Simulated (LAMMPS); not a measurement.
System: a melt made from CoAl (CsCl type), 4394 atoms, at 2380 K and 0 GPa, brought to that temperature within a few picoseconds.

All values are model results, not measurements: classical MD, pair style eam/alloy, file CoAl.eam.alloy; code LAMMPS.

Problem. Predict the most common Co-Al-Co angle, the enthalpy per atom, the volume per atom, the first peak of g(r), Co-Co.

Solution. most common Co-Al-Co angle: in the 3° bin centred on 55.5° (mean of all 96°); enthalpy per atom: -3.4578 ± 0.0004 eV; volume per atom: 15.475 ± 0.002 Å³; first peak of g(r), Co-Co: 2.47 Å, height 2.1.
